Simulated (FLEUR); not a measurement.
FLEUR run on AgBr (Fm-3m, 2 atoms in the cell): self-consistent single point.

Level of theory: LDA (Perdew-Zunger), all-electron FLAPW (FLEUR), scalar-relativistic valence.

```
AgBr
1.0
    0.00000     2.91965     2.91965
    2.91965     0.00000     2.91965
    2.91965     2.91965     0.00000
Ag Br
1 1
Direct
  0.00000   0.00000   0.00000
  0.50000   0.50000   0.50000
```

Reference input (self-consistent single point, DFT, PBE, all-electron FLAPW (FLEUR), scalar-relativistic valence): Kmax = 3.9 1/bohr; GmaxXC = 11.7 1/bohr; xcFunctional = pbe; jspins = 1; l_soc = F; mode = hist; fermiSmearingEnergy = 0.0001 Htr; mesh (inpgen div1-3) = 8 8 8; inpgen gamma flag = true; Gmax = 11.7 1/bohr; numbands = 0; maxIterBroyd = 25. This run's input differs from it in these lines:

```diff
@@ -14,2 +14,3 @@
 &comp jspins=1 /
+&exco xctyp='pz' /
 &kpt div1=8 div2=8 div3=8 gamma=t /
@@ -26,3 +27,3 @@
       <coreElectrons ctail="T" frcor="F" kcrel="0" coretail_lmax="0"/>
-      <xcFunctional name="pbe" relativisticCorrections="F"/>
+      <xcFunctional name="pz" relativisticCorrections="F"/>
       <magnetism jspins="1"/>
```

The program printed (abridged):

```
 Iteration:     1   Distance:       4.21267370 me/bohr^3
 Iteration:     2   Distance:       3.69988897 me/bohr^3
 Iteration:     3   Distance:       2.10431368 me/bohr^3
 Iteration:     4   Distance:       0.80408085 me/bohr^3
 Iteration:     5   Distance:       0.50546087 me/bohr^3
   [... 5 lines left out ...]
 Iteration:    11   Distance:       0.00112706 me/bohr^3
 Iteration:    12   Distance:       0.00008401 me/bohr^3
 Iteration:    13   Distance:       0.00009455 me/bohr^3
 Iteration:    14   Distance:       0.00000200 me/bohr^3
 Run finished successfully
 Stop message:
   Structural relaxation: Done

[file out, last iteration]
             iter=     15
[...]
          total density-effective poten   -1.2919564752E+04
          total charge density-energy d   -2.3349491731E+02
 Updated energy parameters for spin:           1
[...]
 fermi energy and band-weighting factors:
    0.535964    0.548130    0.548130

[...]
FERMIE:
          first approx. to ef    (T=0)  :   0.132180 htr   (energy of the highest occ. eigenvalue)
          number of occ. states  (T=0)  :        348
          first approx. to seigv (T=0)  : -11.176878 htr
          sum of weights of occ. states :  12.000000
          sum of semicore charge        :   0.000000 e
FERHIS:  Fermi-Energy by histogram:
          bandgap                     :   0.017229 htr
   [... lines left out ...]
          charge neutrality (T=0)     :   0.000000    (zero if the highest occ. eigenvalue is "entirely" occupied)
 Direct bandgap for spin            1 :    8.1424079403702040E-002  Htr
 ---->    free energy=                     -7915.8227554090 htr
   [... lines left out ...]
      extrapolation for T->0
 ---->    total electron energy=           -7915.8227554090 htr
 ***** TOTAL FORCES ON ATOMS *****
 TOTAL FORCE FOR ATOM TYPE=  1  X=  0.000   Y=  0.000   Z=  0.000
                       FX_TOT= 0.000000 FY_TOT= 0.000000 FZ_TOT= 0.000000
 TOTAL FORCE FOR ATOM TYPE=  2  X=  5.517   Y=  5.517   Z=  5.517
                       FX_TOT= 0.000000 FY_TOT= 0.000000 FZ_TOT= 0.000000
 Structural relaxation: Done
```

The run converged in 14 iterations. FLEUR gives forces in its relaxation mode, with a further iteration, so its stop message speaks of a relaxation. 

The starting cell comes from a database of computed structures (which also holds hypothetical and non-ambient phases and stackings), without a prior relaxation at this level. Its lattice was rescaled by a random factor within 2.5 % of one. Values depend on the basis (sphere radii, cutoffs, local orbitals), which need not be converged.

These are the values that this program gave, and no reference: the default basis lacks the next d shell.

Cost on one core of a shared machine: roughly 40 s.
